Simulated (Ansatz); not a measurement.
Hexagonal WC: LDA at its full settings (plane-wave cutoff 520 eV, 24×24×20 k mesh (along the axes of the cell as run), Fermi–Dirac smearing 0.05 eV, no spin polarisation, scalar-relativistic PAW data made under PBE) and at cheaper ones, in a cell of 2 atoms with Γ-centred meshes.

```json
[
 {"level and setting": "LDA (Ansatz)", "lattice parameter a (Å)": "2.884", "c axis length (Å)": "2.812", "bulk modulus (GPa)": "421"},
 {"level and setting": "LDA (250 eV cutoff) (Ansatz)", "lattice parameter a (Å)": "2.883", "c axis length (Å)": "2.811", "bulk modulus (GPa)": "414"},
 {"level and setting": "LDA (Γ point alone) (Ansatz)", "lattice parameter a (Å)": "2.970", "c axis length (Å)": "2.684", "bulk modulus (GPa)": "430"},
 {"level and setting": "LDA (2×2×2 k mesh) (Ansatz)", "lattice parameter a (Å)": "2.961", "c axis length (Å)": "2.721", "bulk modulus (GPa)": "403"},
 {"level and setting": "LDA (4×4×4 k mesh) (Ansatz)", "lattice parameter a (Å)": "2.894", "c axis length (Å)": "2.799", "bulk modulus (GPa)": "420"}
]
```

Largest shifts from the full settings: lattice constant a +2.98 % (LDA (Γ point alone)), against a difference of -0.76 % of the full result from the reference 2.906 Å (measured, 300 K, no zero-point or thermal correction; as tabulated in Wikipedia's data pages); lattice parameter c -4.55 % (LDA (Γ point alone)), against a difference of -0.88 % of the full result from the reference 2.837 Å (measured, 300 K, not corrected to a static lattice; as tabulated in Wikipedia's data pages); bulk modulus -4.3 % (LDA (2×2×2 k mesh)), against a difference of +9.6 % of the full result from the reference 384 ± 0.8 GPa (measured, room temperature, no zero-point or thermal correction, adiabatic, ultrasonic, our sources range from 377 to 412; as tabulated in Compression behavior of WC and WC-6%Co up to 50 GPa (OSTI 1006718)).

The full settings aren't shown to be converged themselves.

Ansatz's density-functional and Hartree–Fock values are scalar-relativistic unless marked +SOC, with PAW data made under PBE.

Run with cheap settings on purpose, which may leave them unconverged: LDA (250 eV cutoff), LDA (2×2×2 k mesh), LDA (4×4×4 k mesh), LDA (Γ point alone).

Ansatz is an electronic-structure program.
